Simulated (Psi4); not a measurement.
Psi4 1.11, B3LYP/def2-svp: Ga(H)2(Vi) (C=[CH][GaH2]), 8 atoms. The geometry is a generated start, not checked to be a minimum at this level.

```json
{
 "task": "gradient",
 "method": "b3lyp",
 "basis": "def2-svp",
 "memory": "7 GB",
 "scf_type": "df (default)",
 "guess": "auto, which took SAD (default)",
 "diis_max_vecs": "10 (default)",
 "scf_initial_accelerator": "adiis (default)",
 "e_convergence": "1e-08 (default)",
 "d_convergence": "1e-08 (default)",
 "basis functions (reference run)": "85",
 "grid points (reference run)": "1471954"
}
```

```xyz
8

Ga    -0.2360     0.1627     1.5010
H     -1.5781     0.8026     2.0436
H      0.9153     0.1298     2.5887
C     -0.0323    -0.5711    -0.3655
C      0.2816     0.1601    -1.4342
H     -0.1917    -1.6392    -0.5366
H      0.3802    -0.2714    -2.4234
H      0.4610     1.2266    -1.3737
```
Charge 0, spin multiplicity 1.

The reference run has dft_radial_points = 200, dft_spherical_points = 974, dft_pruning_scheme = none (default); it is not itself proven converged. One run each, on a shared machine, so no times are given.

Settings tried, all else as in the reference:
- dft_radial_points = 75 (default), dft_spherical_points = 302 (default)
- dft_radial_points = 35, dft_spherical_points = 110
- dft_radial_points = 75 (default), dft_spherical_points = 302 (default), dft_pruning_scheme = robust
- dft_radial_points = 99, dft_spherical_points = 590, dft_pruning_scheme = treutler
- dft_radial_points = 99, dft_spherical_points = 590
- dft_radial_points = 75 (default), dft_spherical_points = 302 (default), dft_pruning_scheme = treutler
- dft_radial_points = 99, dft_spherical_points = 590, dft_pruning_scheme = robust
- dft_radial_points = 25, dft_spherical_points = 50
- dft_radial_points = 150, dft_spherical_points = 770
- dft_radial_points = 50, dft_spherical_points = 194
- dft_radial_points = 75 (default), dft_spherical_points = 434

Question: Which of these stay within 0.10 meV/atom in energy, 1.0 meV/Å in forces (largest component) of the reference run?

Answer: Within it: dft_radial_points = 150, dft_spherical_points = 770; dft_radial_points = 99, dft_spherical_points = 590, dft_pruning_scheme = robust; dft_radial_points = 99, dft_spherical_points = 590; dft_radial_points = 75 (default), dft_spherical_points = 434. Outside: dft_radial_points = 75 (default), dft_spherical_points = 302 (default), dft_pruning_scheme = robust; dft_radial_points = 75 (default), dft_spherical_points = 302 (default); dft_radial_points = 50, dft_spherical_points = 194; dft_radial_points = 99, dft_spherical_points = 590, dft_pruning_scheme = treutler; dft_radial_points = 75 (default), dft_spherical_points = 302 (default), dft_pruning_scheme = treutler; dft_radial_points = 35, dft_spherical_points = 110; dft_radial_points = 25, dft_spherical_points = 50.

```
setting                                                                                                grid points  energy against the reference  difference in forces (largest component)
-----------------------------------------------------------------------------------------------------  -----------  ----------------------------  ----------------------------------------
the reference                                                                                              1471954                             —                                         —
dft_radial_points = 150, dft_spherical_points = 770                                                         878376          under 0.001 meV/atom                               0.053 meV/Å
dft_radial_points = 99, dft_spherical_points = 590, dft_pruning_scheme = robust                             313378              +0.0034 meV/atom                                0.16 meV/Å
dft_radial_points = 99, dft_spherical_points = 590                                                          445374              +0.0034 meV/atom                                0.16 meV/Å
dft_radial_points = 75 (default), dft_spherical_points = 434                                                249756               +0.073 meV/atom                                0.26 meV/Å
dft_radial_points = 75 (default), dft_spherical_points = 302 (default), dft_pruning_scheme = robust         119750               +0.077 meV/atom                                 2.1 meV/Å
dft_radial_points = 75 (default), dft_spherical_points = 302 (default)                                      173896               +0.081 meV/atom                                 2.1 meV/Å
dft_radial_points = 50, dft_spherical_points = 194                                                           75566                −0.44 meV/atom                                 6.6 meV/Å
dft_radial_points = 99, dft_spherical_points = 590, dft_pruning_scheme = treutler                           234850                −0.38 meV/atom                                  15 meV/Å
dft_radial_points = 75 (default), dft_spherical_points = 302 (default), dft_pruning_scheme = treutler        96518                −0.27 meV/atom                                  16 meV/Å
dft_radial_points = 35, dft_spherical_points = 110                                                           30093                  −64 meV/atom                                  12 meV/Å
dft_radial_points = 25, dft_spherical_points = 50                                                             9786                 +310 meV/atom                                  92 meV/Å
```

Total energies are compared; such shifts often cancel in part in energy differences. The gradients leave out the derivatives of the grid weights. The tolerance is a choice made for this comparison.
